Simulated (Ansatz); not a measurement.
HfO2 (baddeleyite start, 24-atom cell) (held in this type by symmetry, stable or not), space group P2_1/c.

```
CELL_PARAMETERS angstrom
      4.26860     0.00000     5.27263
     -5.16101     5.21236     0.00465
     -5.16101    -5.21236     0.00465
ATOMIC_POSITIONS crystal
  Hf 0.70839 0.94491 0.48773
  Hf 0.70839 0.44491 0.98773
  Hf 0.29161 0.55509 0.01227
  Hf 0.29161 0.05509 0.51227
  Hf 0.79161 0.01227 0.05509
  Hf 0.79161 0.51227 0.55509
  Hf 0.20839 0.48773 0.44491
  Hf 0.20839 0.98773 0.94491
  O  0.97667 0.13522 0.39240
  O  0.97667 0.63522 0.89240
  O  0.02333 0.36478 0.10760
  O  0.02333 0.86478 0.60760
  O  0.52333 0.60760 0.36478
  O  0.52333 0.10760 0.86478
  O  0.47667 0.89240 0.13522
  O  0.47667 0.39240 0.63522
  O  0.34834 0.80494 0.47618
  O  0.34834 0.30494 0.97618
  O  0.65166 0.69506 0.02382
  O  0.65166 0.19506 0.52382
  O  0.15166 0.52382 0.69506
  O  0.15166 0.02382 0.19506
  O  0.84834 0.97618 0.80494
  O  0.84834 0.47618 0.30494
```

All values below come from PBE (plane waves to 420 eV, PAW; Ansatz, a first-principles code). Spin–orbit coupling is left out; PBE gaps are too small against experiment. Its k-point mesh 4×4×4, Fermi–Dirac width 0.01 eV.

Q: List the levels next to the gap at Γ of this cell's own (folded) zone, from the top of the valence band (the table ends after a fixed count of bands, which can cut a degenerate set).

A: 
| band | E − E_v (eV) |
|---|---|
| v4 | -0.554 |
| v3 | -0.500 |
| v2 | -0.209 |
| v1 | 0.000 |
| c1 | 4.483 |
| c2 | 4.483 |
| c3 | 4.525 |
| c4 | 4.992 |
